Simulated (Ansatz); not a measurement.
Take PbTe in the rock salt structure (space group Fm-3m, No. 225; a = 6.442 Å) as the base. Axes: x, y, z lie along the cube axes.

Level of theory: PBEsol (Ansatz, a program for electronic structure; PAW; 420 eV plane waves; no spin-orbit coupling), earlier PAW set.

For the base:

| Quantity | Value |
|---|---|
| Band gap | 0.65 eV |

One thing is altered: a free-standing slab of 3 layers (6 atoms, 2 a layer) is cut normal to the z axis, with 15 Å of vacuum and the in-plane cell held at bulk.

Task: How does this affect the change of the spacing d12 from its bulk value of 3.221 Å?

Result: The change of the spacing d12 from its bulk value of 3.221 Å is -2.8 %.

Task: Estimate the effect on the band gap.

Result: The band gap increases by 0.133 eV (0.65 eV → 0.79 eV).

With Pb and Te present, leaving out spin-orbit coupling can change the band edges. Whether these cells are dynamically stable was not tested.
